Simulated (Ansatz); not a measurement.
CdSe (F-43m), r2SCAN with spin-orbit coupling, rigid bands (Ansatz, an electronic-structure program): N_v = 3.12e19 cm⁻³ at 300 K and a hole conductivity mass of 0.788 mₑ.

Problem. For 1e16 holes per cm³ at 300 K, place the Fermi level, estimate the Seebeck coefficient of a parabolic band with constant τ, and give mobility and conductivity for τ = 10 fs.

Solution. The level lies k_BT ln(N_v/p) = 0.208 eV above the valence-band maximum. S ≈ +(k_B/e)[ln(N_v/p) + 5/2] = 909 μV/K, against 907 μV/K from the full bands (mean over directions). μ = eτ/m = 22.3 cm²/(V·s) and σ = peμ = 0.0358 S/cm. τ is assumed, not computed.

Band transport and this doping are assumed; polarons and phonon drag are left out.
